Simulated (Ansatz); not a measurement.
Consider BP in the zinc blende structure (space group F-43m, No. 216).

```
CELL_PARAMETERS angstrom
      0.00000     2.26829     2.26829
      2.26829     0.00000     2.26829
      2.26829     2.26829     0.00000
ATOMIC_POSITIONS crystal
  P  0.25000 0.25000 0.25000
  B  0.00000 0.00000 0.00000
```

Cartesian axes are those of the cell as printed.

Computed with Kohn–Sham DFT with the r2SCAN functional, run in Ansatz (a program for electronic structure) with PAW and 500 eV plane waves, without spin-orbit coupling.

Modification: biaxial strain +2.18 %, plane normal [110], relaxed out of plane (Cartesian); in-plane vectors clamped, the third vector and the atoms free.

Problem. Predict the new in-plane stress and out-of-plane strain.

Solution. The mean in-plane stress (compression positive) amounts to -9.1 GPa; the out-of-plane strain amounts to -0.43 %.

A biaxial case was relaxed in a doubled cell and then solved in the primitive one. No phonon test of stability was made.
